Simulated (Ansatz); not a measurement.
Consider interstitial K in beta Ga2O3, charge state +1. Calculation: PBE, PAW (plane waves to 420 eV; Ansatz, a quantum-chemistry and plane-wave program).

Settings: 120 host sites, the relaxed PBE lattice, the Γ point alone, smearing 0.01 eV, spin-restricted, no image-charge correction. No zero-point or tunnelling terms. The charge state is imposed; whether it is stable for some Fermi level was not computed. Sites that were not tried may lie lower. The start lies 0.064 eV above the lowest site run (PBE).

Barriers: single points on a 2×2×2 k-point mesh shifted by half a step at the bands' geometries (they differ from the bands' own by up to 0.10 eV, and are uncertain by about as much).

Relaxed starting cell (atoms counted from 1):

```
CELL_PARAMETERS angstrom
     12.45496     0.00000     0.00000
      0.00000     9.25026     0.00000
     -2.78275     0.00000    11.42039
ATOMIC_POSITIONS crystal
  Ga 0.08858 0.00012 0.39765
  Ga 0.08976 0.00014 0.89626
  Ga 0.08670 0.33323 0.39316
  Ga 0.09168 0.33393 0.89716
  Ga 0.08670 0.66702 0.39316
  Ga 0.09168 0.66635 0.89717
  Ga 0.38617 0.17786 0.08843
  Ga 0.40753 0.16627 0.60190
  Ga 0.40976 0.50014 0.09835
  Ga 0.41133 0.50013 0.60246
  Ga 0.38618 0.82241 0.08843
  Ga 0.40753 0.83400 0.60190
  Ga 0.16421 0.17203 0.16003
  Ga 0.15577 0.16724 0.65440
  Ga 0.16131 0.50014 0.15597
  Ga 0.15279 0.50013 0.65047
  Ga 0.16421 0.82826 0.16004
  Ga 0.15577 0.83302 0.65440
  Ga 0.34297 0.00014 0.34331
  Ga 0.33433 0.00014 0.85058
  Ga 0.34108 0.33560 0.34446
  Ga 0.33269 0.33840 0.83328
  Ga 0.34108 0.66468 0.34446
  Ga 0.33269 0.66188 0.83328
  O  0.15676 0.00014 0.05620
  O  0.16057 0.00013 0.55329
  O  0.16979 0.33465 0.05343
  O  0.15764 0.33257 0.54984
  O  0.16979 0.66564 0.05343
  O  0.15764 0.66769 0.54984
  O  0.33812 0.16558 0.44430
  O  0.31370 0.18088 0.93146
  O  0.33509 0.50014 0.44706
  O  0.33213 0.50014 0.94179
  O  0.33813 0.83469 0.44430
  O  0.31370 0.81940 0.93146
  O  0.17214 0.00013 0.28240
  O  0.17011 0.00014 0.77943
  O  0.17502 0.33622 0.28261
  O  0.16577 0.33692 0.77430
  O  0.17502 0.66406 0.28260
  O  0.16577 0.66335 0.77430
  O  0.32534 0.16930 0.22048
  O  0.32187 0.16959 0.71289
  O  0.32840 0.50014 0.21719
  O  0.32118 0.50014 0.71147
  O  0.32535 0.83097 0.22048
  O  0.32187 0.83067 0.71289
  O  0.43513 0.00014 0.06862
  O  0.49525 0.00014 0.62396
  O  0.49153 0.32773 0.12364
  O  0.49632 0.33213 0.62951
  O  0.49154 0.67254 0.12364
  O  0.49632 0.66814 0.62951
  O  0.00090 0.16552 0.36674
  O  0.00338 0.16713 0.87461
  O  0.00214 0.50013 0.36451
  O  0.00410 0.50014 0.87530
  O  0.00090 0.83473 0.36674
  O  0.00338 0.83316 0.87460
  Ga 0.59079 0.17349 0.40557
  Ga 0.57476 0.17118 0.88376
  Ga 0.58965 0.50014 0.39791
  Ga 0.58722 0.50014 0.89892
  Ga 0.59078 0.82679 0.40557
  Ga 0.57476 0.82910 0.88377
  Ga 0.95088 0.00015 0.11921
  Ga 0.90582 0.00013 0.60044
  Ga 0.90985 0.33720 0.10228
  Ga 0.91107 0.33384 0.60527
  Ga 0.90985 0.66309 0.10229
  Ga 0.91108 0.66642 0.60527
  Ga 0.73835 0.00014 0.05368
  Ga 0.65713 0.00014 0.66071
  Ga 0.65607 0.33537 0.16292
  Ga 0.65798 0.33507 0.65851
  Ga 0.65607 0.66490 0.16293
  Ga 0.65798 0.66521 0.65851
  Ga 0.84010 0.17342 0.34558
  Ga 0.84270 0.17192 0.84021
  Ga 0.84175 0.50012 0.34381
  Ga 0.84223 0.50014 0.84488
  Ga 0.84010 0.82682 0.34560
  Ga 0.84270 0.82836 0.84021
  O  0.65966 0.17072 0.03871
  O  0.66653 0.16636 0.56010
  O  0.65702 0.50014 0.05662
  O  0.66359 0.50014 0.55558
  O  0.65967 0.82956 0.03872
  O  0.66653 0.83391 0.56011
  O  0.83338 0.00013 0.44041
  O  0.84385 0.00014 0.96167
  O  0.84412 0.33802 0.44849
  O  0.83625 0.33269 0.94582
  O  0.84412 0.66223 0.44850
  O  0.83625 0.66759 0.94582
  O  0.68056 0.20348 0.30004
  O  0.67369 0.16386 0.78470
  O  0.67286 0.50013 0.28283
  O  0.67296 0.50014 0.78484
  O  0.68056 0.79678 0.30004
  O  0.67369 0.83642 0.78470
  O  0.83558 0.00015 0.20354
  O  0.82756 0.00014 0.72412
  O  0.82493 0.33354 0.21417
  O  0.82535 0.33407 0.71926
  O  0.82493 0.66672 0.21417
  O  0.82535 0.66620 0.71926
  O  0.00559 0.17984 0.12987
  O  0.99261 0.16451 0.62816
  O  0.99835 0.50015 0.12516
  O  0.99416 0.50013 0.63181
  O  0.00559 0.82046 0.12987
  O  0.99261 0.83575 0.62816
  O  0.50963 0.00014 0.36580
  O  0.49400 0.00014 0.85921
  O  0.50183 0.33570 0.37521
  O  0.49596 0.33833 0.86763
  O  0.50183 0.66457 0.37521
  O  0.49596 0.66195 0.86763
  K  0.60203 0.00014 0.19417
```
Cell charge +1.

End state 1 differs by these moves (Å; atoms that move under 0.25 Å are left out):

| atom | element | Δx | Δy | Δz |
|---|---|---|---|---|
| 1 | Ga | -0.49 | 0.00 | -0.23 |
| 19 | Ga | -1.35 | 0.00 | 1.14 |
| 43 | O | -0.06 | 0.32 | -0.27 |
| 47 | O | -0.06 | -0.32 | -0.27 |
| 49 | O | 0.46 | 0.00 | 0.71 |
| 67 | Ga | -0.49 | 0.00 | -0.23 |
| 73 | Ga | -1.35 | 0.00 | 1.14 |
| 97 | O | -0.06 | -0.32 | -0.27 |
| 101 | O | -0.06 | 0.32 | -0.27 |
| 115 | O | 0.46 | 0.00 | 0.71 |
| 121 | K | -2.90 | 0.00 | 1.24 |

Question: What is the computed forward and backward barriers to end state 1 (PBE, PAW)?

Answer: forward 2.12 eV, backward 2.12 eV; at the saddle point atom 121 has neighbours 2 Ga at 2.74, 2 Ga at 2.76, 2 Ga at 2.87; 2 O at 2.24, 2 O at 2.60, 2 O at 2.62 Å. The saddle point's order was not checked, and it lies on a symmetry element of the cell, where a band can be held.
